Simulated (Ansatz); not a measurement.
The reference is ZnS in the zinc blende structure (space group F-43m, No. 216).

```
ZnS
1.0
    0.00000     2.64841     2.64841
    2.64841     0.00000     2.64841
    2.64841     2.64841     0.00000
Zn S
1 1
Direct
  0.00000   0.00000   0.00000
  0.75000   0.75000   0.75000
```

Method: plane-wave PAW DFT at the LDA level (Ansatz, a first-principles code, 420 eV), spin-orbit coupling left out.

For the base:

| Property | Result |
|---|---|
| Band gap | 2.13 eV |
| Electron mass | 0.17 mₑ (at Γ) |
| Hole mass | 0.18, 0.63, 0.63 mₑ (at Γ) |

One thing is altered: the cell is scaled by 1.0050 in all directions, atoms relaxed at fixed cell.

Predict the new band gap.

The band gap drops by 0.07 eV to 2.06 eV.

How does this affect the electron mass?

The electron mass becomes 0.16 mₑ (at Γ) (base: 0.17 mₑ (at Γ)).

How does this affect the hole mass?

The hole mass (degenerate bands, along [100]) becomes 0.18, 0.64, 0.64 mₑ (at Γ) (base: 0.18, 0.63, 0.63 mₑ (at Γ)).

The cells carry an imposed strain or load. Effective masses come from finite differences of ±0.01 Å⁻¹. No phonon test of stability was made.
